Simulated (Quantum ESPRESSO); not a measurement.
Quantum ESPRESSO run on TiSb2 (I4/mcm, 6 atoms in the cell): self-consistent single point.

Method: PBEsol, PseudoDojo standard norm-conserving (PBESOL) pseudopotentials (plane waves; Quantum ESPRESSO).

The change in words: lattice scaled by 0.98. Reference geometry:
```xyz
6
Lattice="-3.3515 3.3515 2.8980 3.3515 -3.3515 2.8980 3.3515 3.3515 -2.8980" Properties=species:S:1:pos:R:3 pbc="T T T"
Ti     0.0000     0.0000     1.4490
Ti     0.0000     0.0000     4.3470
Sb     2.3323     1.0191     2.8980
Sb     1.0191     2.3323     0.0000
Sb    -1.0191     2.3323     2.8980
Sb     4.3706     1.0191     0.0000
```

Reference input (self-consistent single point, DFT, PBEsol, plane waves, PseudoDojo standard norm-conserving (PBESOL) pseudopotentials): ecutwfc = 85 Ry; occupations = smearing; smearing = fermi-dirac; degauss = 0.0073499 Ry; potentials = {Ti: Ti.upf, Sb: Sb.upf}; K_POINTS = automatic 5 5 5 0 0 0; conv_thr = 1e-10 Ry; mixing_beta = 0.7. This run's input differs from it in these lines:

```diff
@@ -11,3 +11,3 @@
   ibrav = 0
-  celldm(1) = 10.4982488222
+  celldm(1) = 10.2882838767
   nat = 6
@@ -36,5 +36,5 @@
 CELL_PARAMETERS {alat}
-  -0.6032750963     0.6032750963     0.5216496108
-   0.6032750963    -0.6032750963     0.5216496108
-   0.6032750963     0.6032750963    -0.5216496108
+  -0.6032751128     0.6032751128     0.5216495725
+   0.6032751128    -0.6032751128     0.5216495725
+   0.6032751128     0.6032751128    -0.5216495725
```

Output (repeated stretches shortened):

```
     Self-consistent Calculation

     iteration #  1     ecut=    85.00 Ry     beta= 0.70

---- Real-time Memory Report at c_bands before calling an iterative solver
           270 MiB given to the printing process from OS
           235 MiB allocation reported by mallinfo(arena+hblkhd)
------------------

     Threshold (ethr) on eigenvalues was too large:
     Diagonalizing with lowered threshold

---- Real-time Memory Report at c_bands before calling an iterative solver
           298 MiB given to the printing process from OS
           248 MiB allocation reported by mallinfo(arena+hblkhd)
------------------

   [... lines left out ...]

---- Real-time Memory Report at c_bands before calling an iterative solver
           326 MiB given to the printing process from OS
           300 MiB allocation reported by mallinfo(arena+hblkhd)
------------------

     total energy              =    -963.50956527 Ry
     estimated scf accuracy    <          1.4E-10 Ry

     iteration # 15     ecut=    85.00 Ry     beta= 0.70

---- Real-time Memory Report at c_bands before calling an iterative solver
           326 MiB given to the printing process from OS
           300 MiB allocation reported by mallinfo(arena+hblkhd)
------------------
     End of self-consistent calculation

     the Fermi energy is    14.8533 ev

!    total energy              =    -963.50956527 Ry
     estimated scf accuracy    <          1.7E-11 Ry
     smearing contrib. (-TS)   =      -0.00421197 Ry
     internal energy E=F+TS    =    -963.50535330 Ry

     convergence has been achieved in  15 iterations

     Forces acting on atoms (cartesian axes, Ry/au):

     atom    1 type  1   force =    -0.00000000    0.00000000    0.00000000
     atom    2 type  1   force =     0.00000000    0.00000000    0.00000000
     atom    3 type  2   force =    -0.00489252    0.00489252    0.00000000
     atom    4 type  2   force =     0.00489252   -0.00489252    0.00000000
     atom    5 type  2   force =    -0.00489252   -0.00489252    0.00000000
     atom    6 type  2   force =     0.00489252    0.00489252    0.00000000

     Total force =     0.013838     Total SCF correction =     0.000004

          total   stress  (Ry/bohr**3)                   (kbar)     P=       27.69
   0.00020279   0.00000000   0.00000000           29.83        0.00        0.00
   0.00000000   0.00020279   0.00000000            0.00       29.83        0.00
   0.00000000   0.00000000   0.00015903            0.00        0.00       23.39

   JOB DONE.
```

The run converged in 15 iterations. Against the reference run the free energy goes down by 2.9 meV/atom, the pressure goes from -3.19 to 2.77 GPa and the largest force goes from 0.108 to 0.178 eV/Å.

The starting cell comes from a database of computed structures (which also holds hypothetical and non-ambient phases and stackings), without a prior relaxation at this level. For this run, on top of that: lattice scaled by 0.98. Spin polarisation is off.

Cost on one core of a shared machine: roughly 8 min.
